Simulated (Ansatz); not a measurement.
**Zn₂SeS (P-4m2, No. 115, 4 atoms in the cell; start mp-1215430)**

All values below come from PBEsol in Ansatz (plane waves, PAW).

Settings: plane-wave cutoff 500 eV, 10×10×8 k mesh (along the axes of the cell as run), gaussian smearing 0.02 eV, scalar-relativistic PAW data made under PBE.

Cell (relaxed at this level):

```
Zn2SSe
1.0
    3.88507     0.00000     0.00000
    0.00000     3.88507     0.00000
    0.00000     0.00000     5.49456
Zn Se S
2 1 1
Direct
  0.50000   0.00000   0.76333
  0.00000   0.50000   0.23667
  0.00000   0.00000   0.50000
  0.50000   0.50000   0.00000
```

```json
{
 "band_gap": "1.55 eV (on the SCF k mesh)"
}
```

Note: the relaxation could not lower the start's symmetry, so the cell can be a saddle point above a distorted one.

Spin–orbit coupling is not included.

Static lattice: no zero-point or thermal effects.

The result took roughly 110 core-seconds.

A start named mp-… is a Materials Project structure, which need not be a measured phase.

Ansatz is an electronic-structure program.
